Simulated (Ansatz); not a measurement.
The starting structures come from a database of crystals and need not be the phases stable at ambient conditions.

By LDA and PBEsol, the system below comes out a metal.

Consider the following.

```xyz
1
Lattice="4.6829 0.0000 0.0000 -2.3414 4.0555 0.0000 2.3414 1.3518 0.9559" Properties=species:S:1:pos:R:3 pbc="T T T"
Ag     0.0000     0.0000     0.0000
```

Space group of this cell: Im-3m, bcc (W type). The cell is taken as given; by PBEsol its mean pressure is -7.3 GPa.

The current runs along the normal of the first two printed vectors, the (111) plane. All runs by Ansatz (a quantum-chemistry and plane-wave program), plane waves and PAW, without spin-orbit coupling; the base is PBEsol.

```tsv
run	mean pressure (GPa)	G/A, both spins (10¹⁵ S/m²)
base	-7.3	0.90
all lengths scaled by 0.98	-2.1	0.93
all lengths scaled by 1.02	-10.8	(withheld)
lda in place of pbesol	-11.5	0.90
lengths across the current scaled by 0.98, ions clamped	-4.0	0.92
lengths along the current scaled by 1.03, ions clamped	-9.1	(withheld)
```

Problem. Some entries are withheld; supply them.

Solution. 
- all lengths scaled by 1.02, G/A, both spins (10¹⁵ S/m²): 0.85
- lengths along the current scaled by 1.03, ions clamped, G/A, both spins (10¹⁵ S/m²): 0.88
